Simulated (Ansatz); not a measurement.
Structures of equal composition on the (0001) surface of 4H silicon carbide (Si plane on top): (√3x√3)R30° Sn adatom at H3; (√3x√3)R30° Sn adatom at T4. The slabs share one bottom face, and each structure is named by its start. These are constructed structures in small cells; real faces may alloy, dewet or reconstruct in larger ones, and not all known structures of the face are among them. Slabs of about 10 Å, Fermi-Dirac smearing of 0.025 eV. Bottom of the slabs: H caps. Relaxed from the named starts with such symmetry as they have, on meshes of like density; energies extrapolated to zero smearing; spin only where a row says so; no spin-orbit coupling, no U. Brackets mark spin-polarised runs, whose order is one that fits the cell. Where a second, spin-polarised start was run, the lower counts.

Method: PBE (plane waves to 420 eV, PAW; Ansatz, a first-principles code).

Problem. Order them by energy per 1x1 cell (lowest first) at the level PBE.

Solution. (√3x√3)R30° Sn adatom at T4 (0.000 eV [spin, 1.0 μB a cell], a narrow gap of 0.19 eV by band count), (√3x√3)R30° Sn adatom at H3 (0.113 eV [spin, 1.0 μB a cell], a narrow gap of 0.21 eV by band count)
